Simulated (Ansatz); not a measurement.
The reference is MoTe2 (space group P2_1/m, No. 11; a = 6.3217 Å, b = 3.4914 Å, c = 14.1904 Å, α = 90.00°, β = 92.78°, γ = 90.00°; layered, stacked along the Cartesian z axis).

Computed with Kohn–Sham DFT with the r2SCAN+rVV10 functional, run in Ansatz (a quantum-chemistry and plane-wave program) with PAW and 500 eV plane waves, spin-orbit coupling left out.

Base values:

| Item | Result |
|---|---|
| Pressure | 0.0 GPa |

Now apply this change: every lattice vector is shortened by 4.41 %; the atoms relax in the strained cell.

Problem. Estimate the effect on the energy relative to the base and pressure.

Solution. The energy grows by 87 meV/atom; the pressure (mean of the normal stresses, compression positive) goes from zero to 9.7 GPa.

Whether these cells are dynamically stable was not tested. The final runs are not spin-polarised.
